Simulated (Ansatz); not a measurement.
Consider Sn (space group I4_1/amd, No. 141; a = 5.887 Å, c = 3.186 Å; relaxed with 0.1 eV smearing). Axes: x, y, z lie along a, b, c of the conventional cell.

Level of theory: r2SCAN (Ansatz, a first-principles code, PAW, no SOC).

Base values:

| Item | Result |
|---|---|
| Pressure | 0.0 GPa |

Now apply this change: compressive biaxial strain of 2.06 % in the plane normal to [001], as in epitaxy on a mismatched substrate; the out-of-plane cell vector and the atoms relax.

Problem. Estimate the effect on the out-of-plane strain, energy relative to the base and pressure.

Solution. The out-of-plane strain comes out as +1.59 %; the energy increases by 8.1 meV/atom; the pressure (mean of the normal stresses, compression positive) goes from zero to 1.6 GPa.

A biaxial case was relaxed in a doubled cell and then solved in the primitive one. Whether these cells are dynamically stable was not tested.
